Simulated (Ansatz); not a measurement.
BAs (model structure, started from the beta GaS type, P6₃/mmc, No. 194, 8 atoms in the cell)

Calculation: PBEsol (PAW; Ansatz, a quantum-chemistry and plane-wave program).

Settings: plane-wave cutoff 500 eV, 18×18×4 k mesh (along the axes of the cell as run), Fermi–Dirac smearing 0.05 eV, scalar-relativistic PAW data made under PBE.

Cell (relaxed at this level):

Space group P6₃/mmc (No. 194); a = 3.3351 Å, b = 3.3351 Å, c = 11.8058 Å, α = 90.00°, β = 90.00°, γ = 120.00°

| atom | site | symmetry | x | y | z |
|---|---|---|---|---|---|
| B | 4f | 3m. | 0.3333 | 0.6667 | 0.1766 |
| As | 4f | 3m. | 0.6667 | 0.3333 | 0.1138 |

* **band gap**: zero (no gap)

Note: the relaxation could raise the start's symmetry but not lower it, so the cell can be a saddle point.

Spin–orbit coupling is not included.

Computed values are for the static lattice.

A model structure was made by putting elements into a prototype or built by hand; it is no filed structure, need not be a known phase, and can be a saddle point held by its symmetry.
